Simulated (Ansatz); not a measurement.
Given:

```
CELL_PARAMETERS angstrom
     -2.61446     2.61446     5.35473
      2.61446    -2.61446     5.35473
      2.80973     2.80973    -5.35473
ATOMIC_POSITIONS crystal
  Zn 0.74661 0.24661 0.50000
  Zn 0.99661 0.99661 0.00000
  Ge 0.24794 0.74794 0.50000
  Ge 0.49794 0.49794 0.00000
  P  0.12940 0.12953 0.50349
  P  0.62604 0.62591 0.49651
  P  0.37591 0.87604 0.99651
  P  0.87953 0.37940 0.00349
```

No spin polarisation.

Computed with Ansatz (a program for electronic structure), PBEsol, PAW, cutoff 420 eV, no spin-orbit coupling. Γ-centred 9×9×9 mesh, Fermi–Dirac width 0.05 eV.

Task: Predict the band gap, gap character, valence-band top at Γ and stress.

Result: The band gap is 0.58 eV. The gap character comes out as direct at Γ and the valence-band top at Γ (three highest levels, from the VBM) is 0.00, -0.28, -0.55 eV. The stress (xx, yy, zz, yz, xz, xy; compression positive) comes out as (0.27, 0.27, -0.06, 0.00, 0.00, -4.73) GPa.

The cells carry an imposed strain or load. Stability against distortions was not tested. The cell was made from ZnGeP2 in the chalcopyrite structure (space group I-42d, No. 122) by this change: tensor shear ε_xy = +3.60 %.
